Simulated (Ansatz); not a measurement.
# What pressure −1 GPa does to SnO

Base system: SnO (space group P4/nmm, No. 129; a = 3.7701 Å, c = 4.5598 Å; layered, stacked along the Cartesian z axis).

Perturbation: hydrostatic tension (pressure −1 GPa).

Level of theory: Ansatz (a quantum-chemistry and plane-wave program) PBEsol-D3(BJ), scalar-relativistic without spin-orbit coupling. k-mesh 12×12×10 (Γ-centred); smearing 0.05 eV (Fermi–Dirac).

| quantity | base | changed | shift |
|---|---|---|---|
| density | 6.90 g/cm³ | 6.74 g/cm³ | -0.165 g/cm³ |
| lattice parameter a | 3.770 Å | 3.786 Å | +0.016 Å |
| c/a ratio | 1.209 | 1.223 | +0.014 |
| enthalpy H = E + PV relative to the base's energy | – | -0.10 eV/atom | – |
| band gap | zero | zero | – |

Load acts through the strain it causes; cell and atoms are relaxed under it. Stability against distortions was not tested. All final runs are without spin polarisation. A zero or small gap of SnO can be the functional's error rather than a property of the material.
